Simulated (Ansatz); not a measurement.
Consider Mg$_{2}$Si (space group Fm-3m, No. 225; a = 6.326 Å). Axes: x, y, z lie along the cube axes.

Method: PBEsol (Ansatz, an electronic-structure program, PAW, no spin-orbit coupling).

A first run, uniaxial strain ε_zz = +0.60 %, gives secant values C11 ≈ 120 GPa and C12 ≈ 24 GPa from its stress. A second run applies uniaxial stress, 2 GPa tension along z.

Question: What does linear elasticity predict for Young's modulus in the second run, and what does the run give?

Answer: Linear elasticity: (C11 − C12)(C11 + 2 C12)/(C11 + C12) = 110 GPa. The run gives 110 GPa; any difference comes from nonlinear terms at these strains and numerical noise.

Beyond what the load breaks, stability against distortions was not tested.
